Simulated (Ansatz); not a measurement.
Input:

```xyz
2
Lattice="4.0057 0.0000 0.0000 0.0000 4.0057 0.0000 2.0028 2.0028 2.8324" Properties=species:S:1:pos:R:3 pbc="T T T"
Zn     0.0000     0.0000     0.0000
Se     2.0028     4.0057     1.4162
```

Space group of this cell: F-43m, zinc blende. The cell is taken as given.

Calculation: r2SCAN (plane waves, PAW; Ansatz, a program for electronic structure).

The current runs along the normal of the first two printed vectors; no spin-orbit coupling. Scaled by the factor s: both lengths across the current (ions clamped). Meshes 10×10×10 and 8×8 across the current in all rows.

```tsv
s	mean pressure (GPa)	slowest mid-gap decay constant κ (1/Å)
0.98	2.9	0.135
1.00	0.0	0.125
1.02	-2.4	?
```

Take the slope of the slowest mid-gap decay constant κ against ln s from the two given rows, extrapolate to s = 1.02, and say what the run there gives.

Slope = (0.135 − 0.125) / ln 0.98 = -0.495 1/Å. The line gives 0.125 + (-0.495) × ln 1.02 = 0.115 1/Å. The run gives 0.114 1/Å, 0.001 1/Å under the line, 12 % of the predicted step.
